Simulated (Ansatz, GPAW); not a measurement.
An Ansatz (a quantum-chemistry and plane-wave program) input for a self-consistent single point of TiIn (P4/mmm, 2 atoms in the cell) (DFT, LDA (PW92), plane waves, default PAW files made with PBE):

Ansatz 0.2 input:
```yaml
# TiIn
crystal:
  lattice:
    - [2.963511, 0.000000, 0.000000]
    - [0.000000, 2.963511, 0.000000]
    - [0.000000, 0.000000, 4.239304]
  atoms:
    - { symbol: Ti, position_ang: [1.481756, 1.481756, 2.119652] }
    - { symbol: In, position_ang: [0.000000, 0.000000, 0.000000] }
kpoints:
  mp_grid:
    grid: [15, 15, 10]
hamiltonian:
  xc: lda
  pseudopotentials:
    kind: paw
scf:
  occupations:
    method: fermi_dirac
    width: 0.0073 Ry
output:
  forces: true
  eigenvalues: true
  stress: true
```

Question: Translate this input to GPAW.

Answer: This is the input that was run; spellings and numerical settings could be chosen otherwise.

```python
from ase import Atoms
from ase.units import GPa
from gpaw import GPAW

atoms = Atoms(['Ti', 'In'],
              cell=[[2.963511, 0.000000, 0.000000],
                    [0.000000, 2.963511, 0.000000],
                    [0.000000, 0.000000, 4.239304]],
              scaled_positions=[[0.500000, 0.500000, 0.500000],
                                [0.000000, 0.000000, 0.000000]],
              pbc=True)

calc = GPAW(mode={'name': 'pw', 'ecut': 850},
            xc='LDA',
            kpts={'size': (15, 15, 10), 'gamma': True},
            occupations={'name': 'fermi-dirac', 'width': 0.1},
            nbands=-8,
            convergence={'density': 1e-05, 'energy': 1e-05},
            symmetry={'symmorphic': False, 'tolerance': 0.0005},
            maxiter=120,
            txt='-')

atoms.calc = calc

energy = atoms.get_potential_energy()
print('Energy (eV):', round(energy, 6))
forces = atoms.get_forces()
print('Forces (eV/Ang):')
print(forces.round(5))
stress = atoms.get_stress()
print('Stress (GPa, Voigt):', (stress / GPa).round(4))
```

Basis, cutoffs, solver keys and any potentials are the target program's own. This input uses DFT LDA (Perdew-Wang 92), plane waves, GPAW PAW datasets LDA (gpaw-data 1.0.1). LDA parametrisations can differ slightly between programs. The width in Ry is rounded to four decimals. Both were run: pressure -4.79 GPa in Ansatz and -4.99 in GPAW. Ansatz's pressure is the one without its finite-basis correction.

On GPAW: the starting cell comes from a database of computed structures (which also holds hypothetical and non-ambient phases and stackings), without a prior relaxation at this level. Its lattice was rescaled by a random factor within 2.5 % of one. Spin polarisation is off. With a pressure of about -5 GPa the cell is away from its equilibrium volume at this level.

On Ansatz: the starting cell comes from a database of computed structures (which also holds hypothetical and non-ambient phases and stackings), without a prior relaxation at this level. Its lattice was rescaled by a random factor within 2.5 % of one. Spin polarisation is off. With a pressure of about -5 GPa the cell is away from its equilibrium volume at this level.
